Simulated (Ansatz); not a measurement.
Worked example: zone-centre phonon calculation of Si (Ia-3, 8 atoms in the cell) in Ansatz (a first-principles code).

Method: LDA (PW92), default PAW files made with PBE (plane waves; Ansatz).

```
Si
1.0
   -3.31119     3.31119     3.31119
    3.31119    -3.31119     3.31119
    3.31119     3.31119    -3.31119
Si
8
Direct
  0.20312   0.50000   0.00000
  0.79688   0.50000   0.00000
  0.00000   0.20312   0.50000
  0.00000   0.79688   0.50000
  0.29688   0.29688   0.29688
  0.70312   0.70312   0.70312
  0.50000   0.00000   0.20312
  0.50000   0.00000   0.79688
```

Reference input (self-consistent single point, DFT, LDA (PW92), plane waves, default PAW files made with PBE): basis.ecutwfc = 420 eV; kpoints.mp_grid.grid = 7 7 7; hamiltonian.xc = lda; hamiltonian.pseudopotentials = {kind: paw} (the program's default PAW files); scf.occupations.method = fermi_dirac; scf.occupations.width = 0.1 eV. This run's input differs from it in these lines:

```diff
@@ -23,6 +23,4 @@
   occupations: { method: fermi_dirac, width: 0.1 }
-output:
-  forces: true
-  eigenvalues: true
-  stress: true
+phonons:
+  method: dfpt
```

Output, abridged:

```
SCF iter   1: F=—  HF=-4868.207549 eV  |F-HF|=—  |Δ(HF+E_count)|=         —  Δρ=3.97e-3  dr2=1.80e-2  ethr=1.77e-3  ⟨swp⟩=6.9  Hψ=24207  notcnv=0
all-band conjugate gradients solve this SCF's bands
preconditioner: auto → Kerker (q_TF=auto, 2.120 Å⁻¹)
SCF iter   2: F=—  HF=-4868.204880 eV  |F-HF|=—  |Δ(HF+E_count)|=   2.67e-3  Δρ=2.34e-3  dr2=6.48e-3  ethr=5.61e-5  ⟨swp⟩=1.2  Hψ=5547  notcnv=0
   [... lines left out ...]
SCF iter   5: F=—  HF=-4868.203055 eV  |F-HF|=—  |Δ(HF+E_count)|=   1.04e-6  Δρ=7.42e-6  dr2=1.04e-7  ethr=7.99e-9  ⟨swp⟩=2.0  Hψ=6804  notcnv=0
SCF iter   6: F=—  HF=-4868.203055 eV  |F-HF|=—  |Δ(HF+E_count)|=   7.34e-9  Δρ=6.42e-7  dr2=7.75e-10  ethr=3.25e-10  ⟨swp⟩=2.0  Hψ=6625  notcnv=0
SCF iter   7: F=—  HF=-4868.203055 eV  |F-HF|=—  |Δ(HF+E_count)|=  6.18e-11  Δρ=1.10e-7  dr2=2.21e-11  ethr=2.42e-12  ⟨swp⟩=2.4  Hψ=6989  notcnv=0
SCF iter   8: F=-4868.203055 eV  HF=-4868.203055 eV  |F-HF|=1.82e-12  |Δ(HF+E_count)|=  8.19e-12  Δρ=2.43e-8  dr2=1.17e-12  ethr=1.00e-12  ⟨swp⟩=5.7  Hψ=16720  notcnv=0
SCF 1 converged in 8 iterations: F = -4868.203055 eV  dr2 = 1.17e-12
DFPT response loops at Γ: preconditioner auto → Kerker (q_TF=auto, 2.120 Å⁻¹) (partly filled bands, converged f_vac=0.000) …
Free energy (F): -4868.203055 eV
Internal energy: -4868.172189 eV  (E = F + TS)
E sigma→0 (E₀):  -4868.187622 eV
Entropy (-TS):   -0.030866 eV (-3.858 meV/atom)
Fermi energy:    7.376627 eV
--- Phonons (Γ-DFPT): 1 representative perturbation + reference, on 172 of 343 k-points (Σ response iterations 3) ---
   [... lines left out ...]
  ASR residual per site (eV/Å²): 8.28e-6 8.28e-6 8.28e-6 8.28e-6 8.28e-6 8.28e-6 8.28e-6 8.28e-6
  Γ frequencies (cm⁻¹): 0.00 0.00 0.00 154.82 154.82 154.82 158.37 158.37 158.37 160.97 366.44 366.44 366.44 384.62 387.53 387.53 387.53 409.40 409.40 409.40 438.16 438.16 442.64 442.64
  non-analytic LO–TO correction: not included (Born effective charges unavailable; polar crystals: no LO–TO splitting at Γ)
```

The run converged in 8 iterations. 

Summary of the result:
```
Item                                                                                                                                                                 Value
--------------------------------------------------------  ----------------------------------------------------------------------------------------------------------------
Free energy E − TS (on the zero of these files)                                                                                                              -4868.2031 eV
Fermi level (on the code's own zero)                                                                                                                               7.38 eV
Zone-centre frequencies (cm⁻¹; negative means imaginary)  0, 0, 0, 155, 155, 155, 158, 158, 158, 161, 366, 366, 366, 385, 388, 388, 388, 409, 409, 409, 438, 438, 443, 443
```

The starting cell comes from a database of computed structures (which also holds hypothetical and non-ambient phases and stackings), without a prior relaxation at this level. Its lattice was rescaled by up to half a per cent.

Cost on one core of a shared machine: roughly 80 s.

Keys are those of Ansatz 0.2.
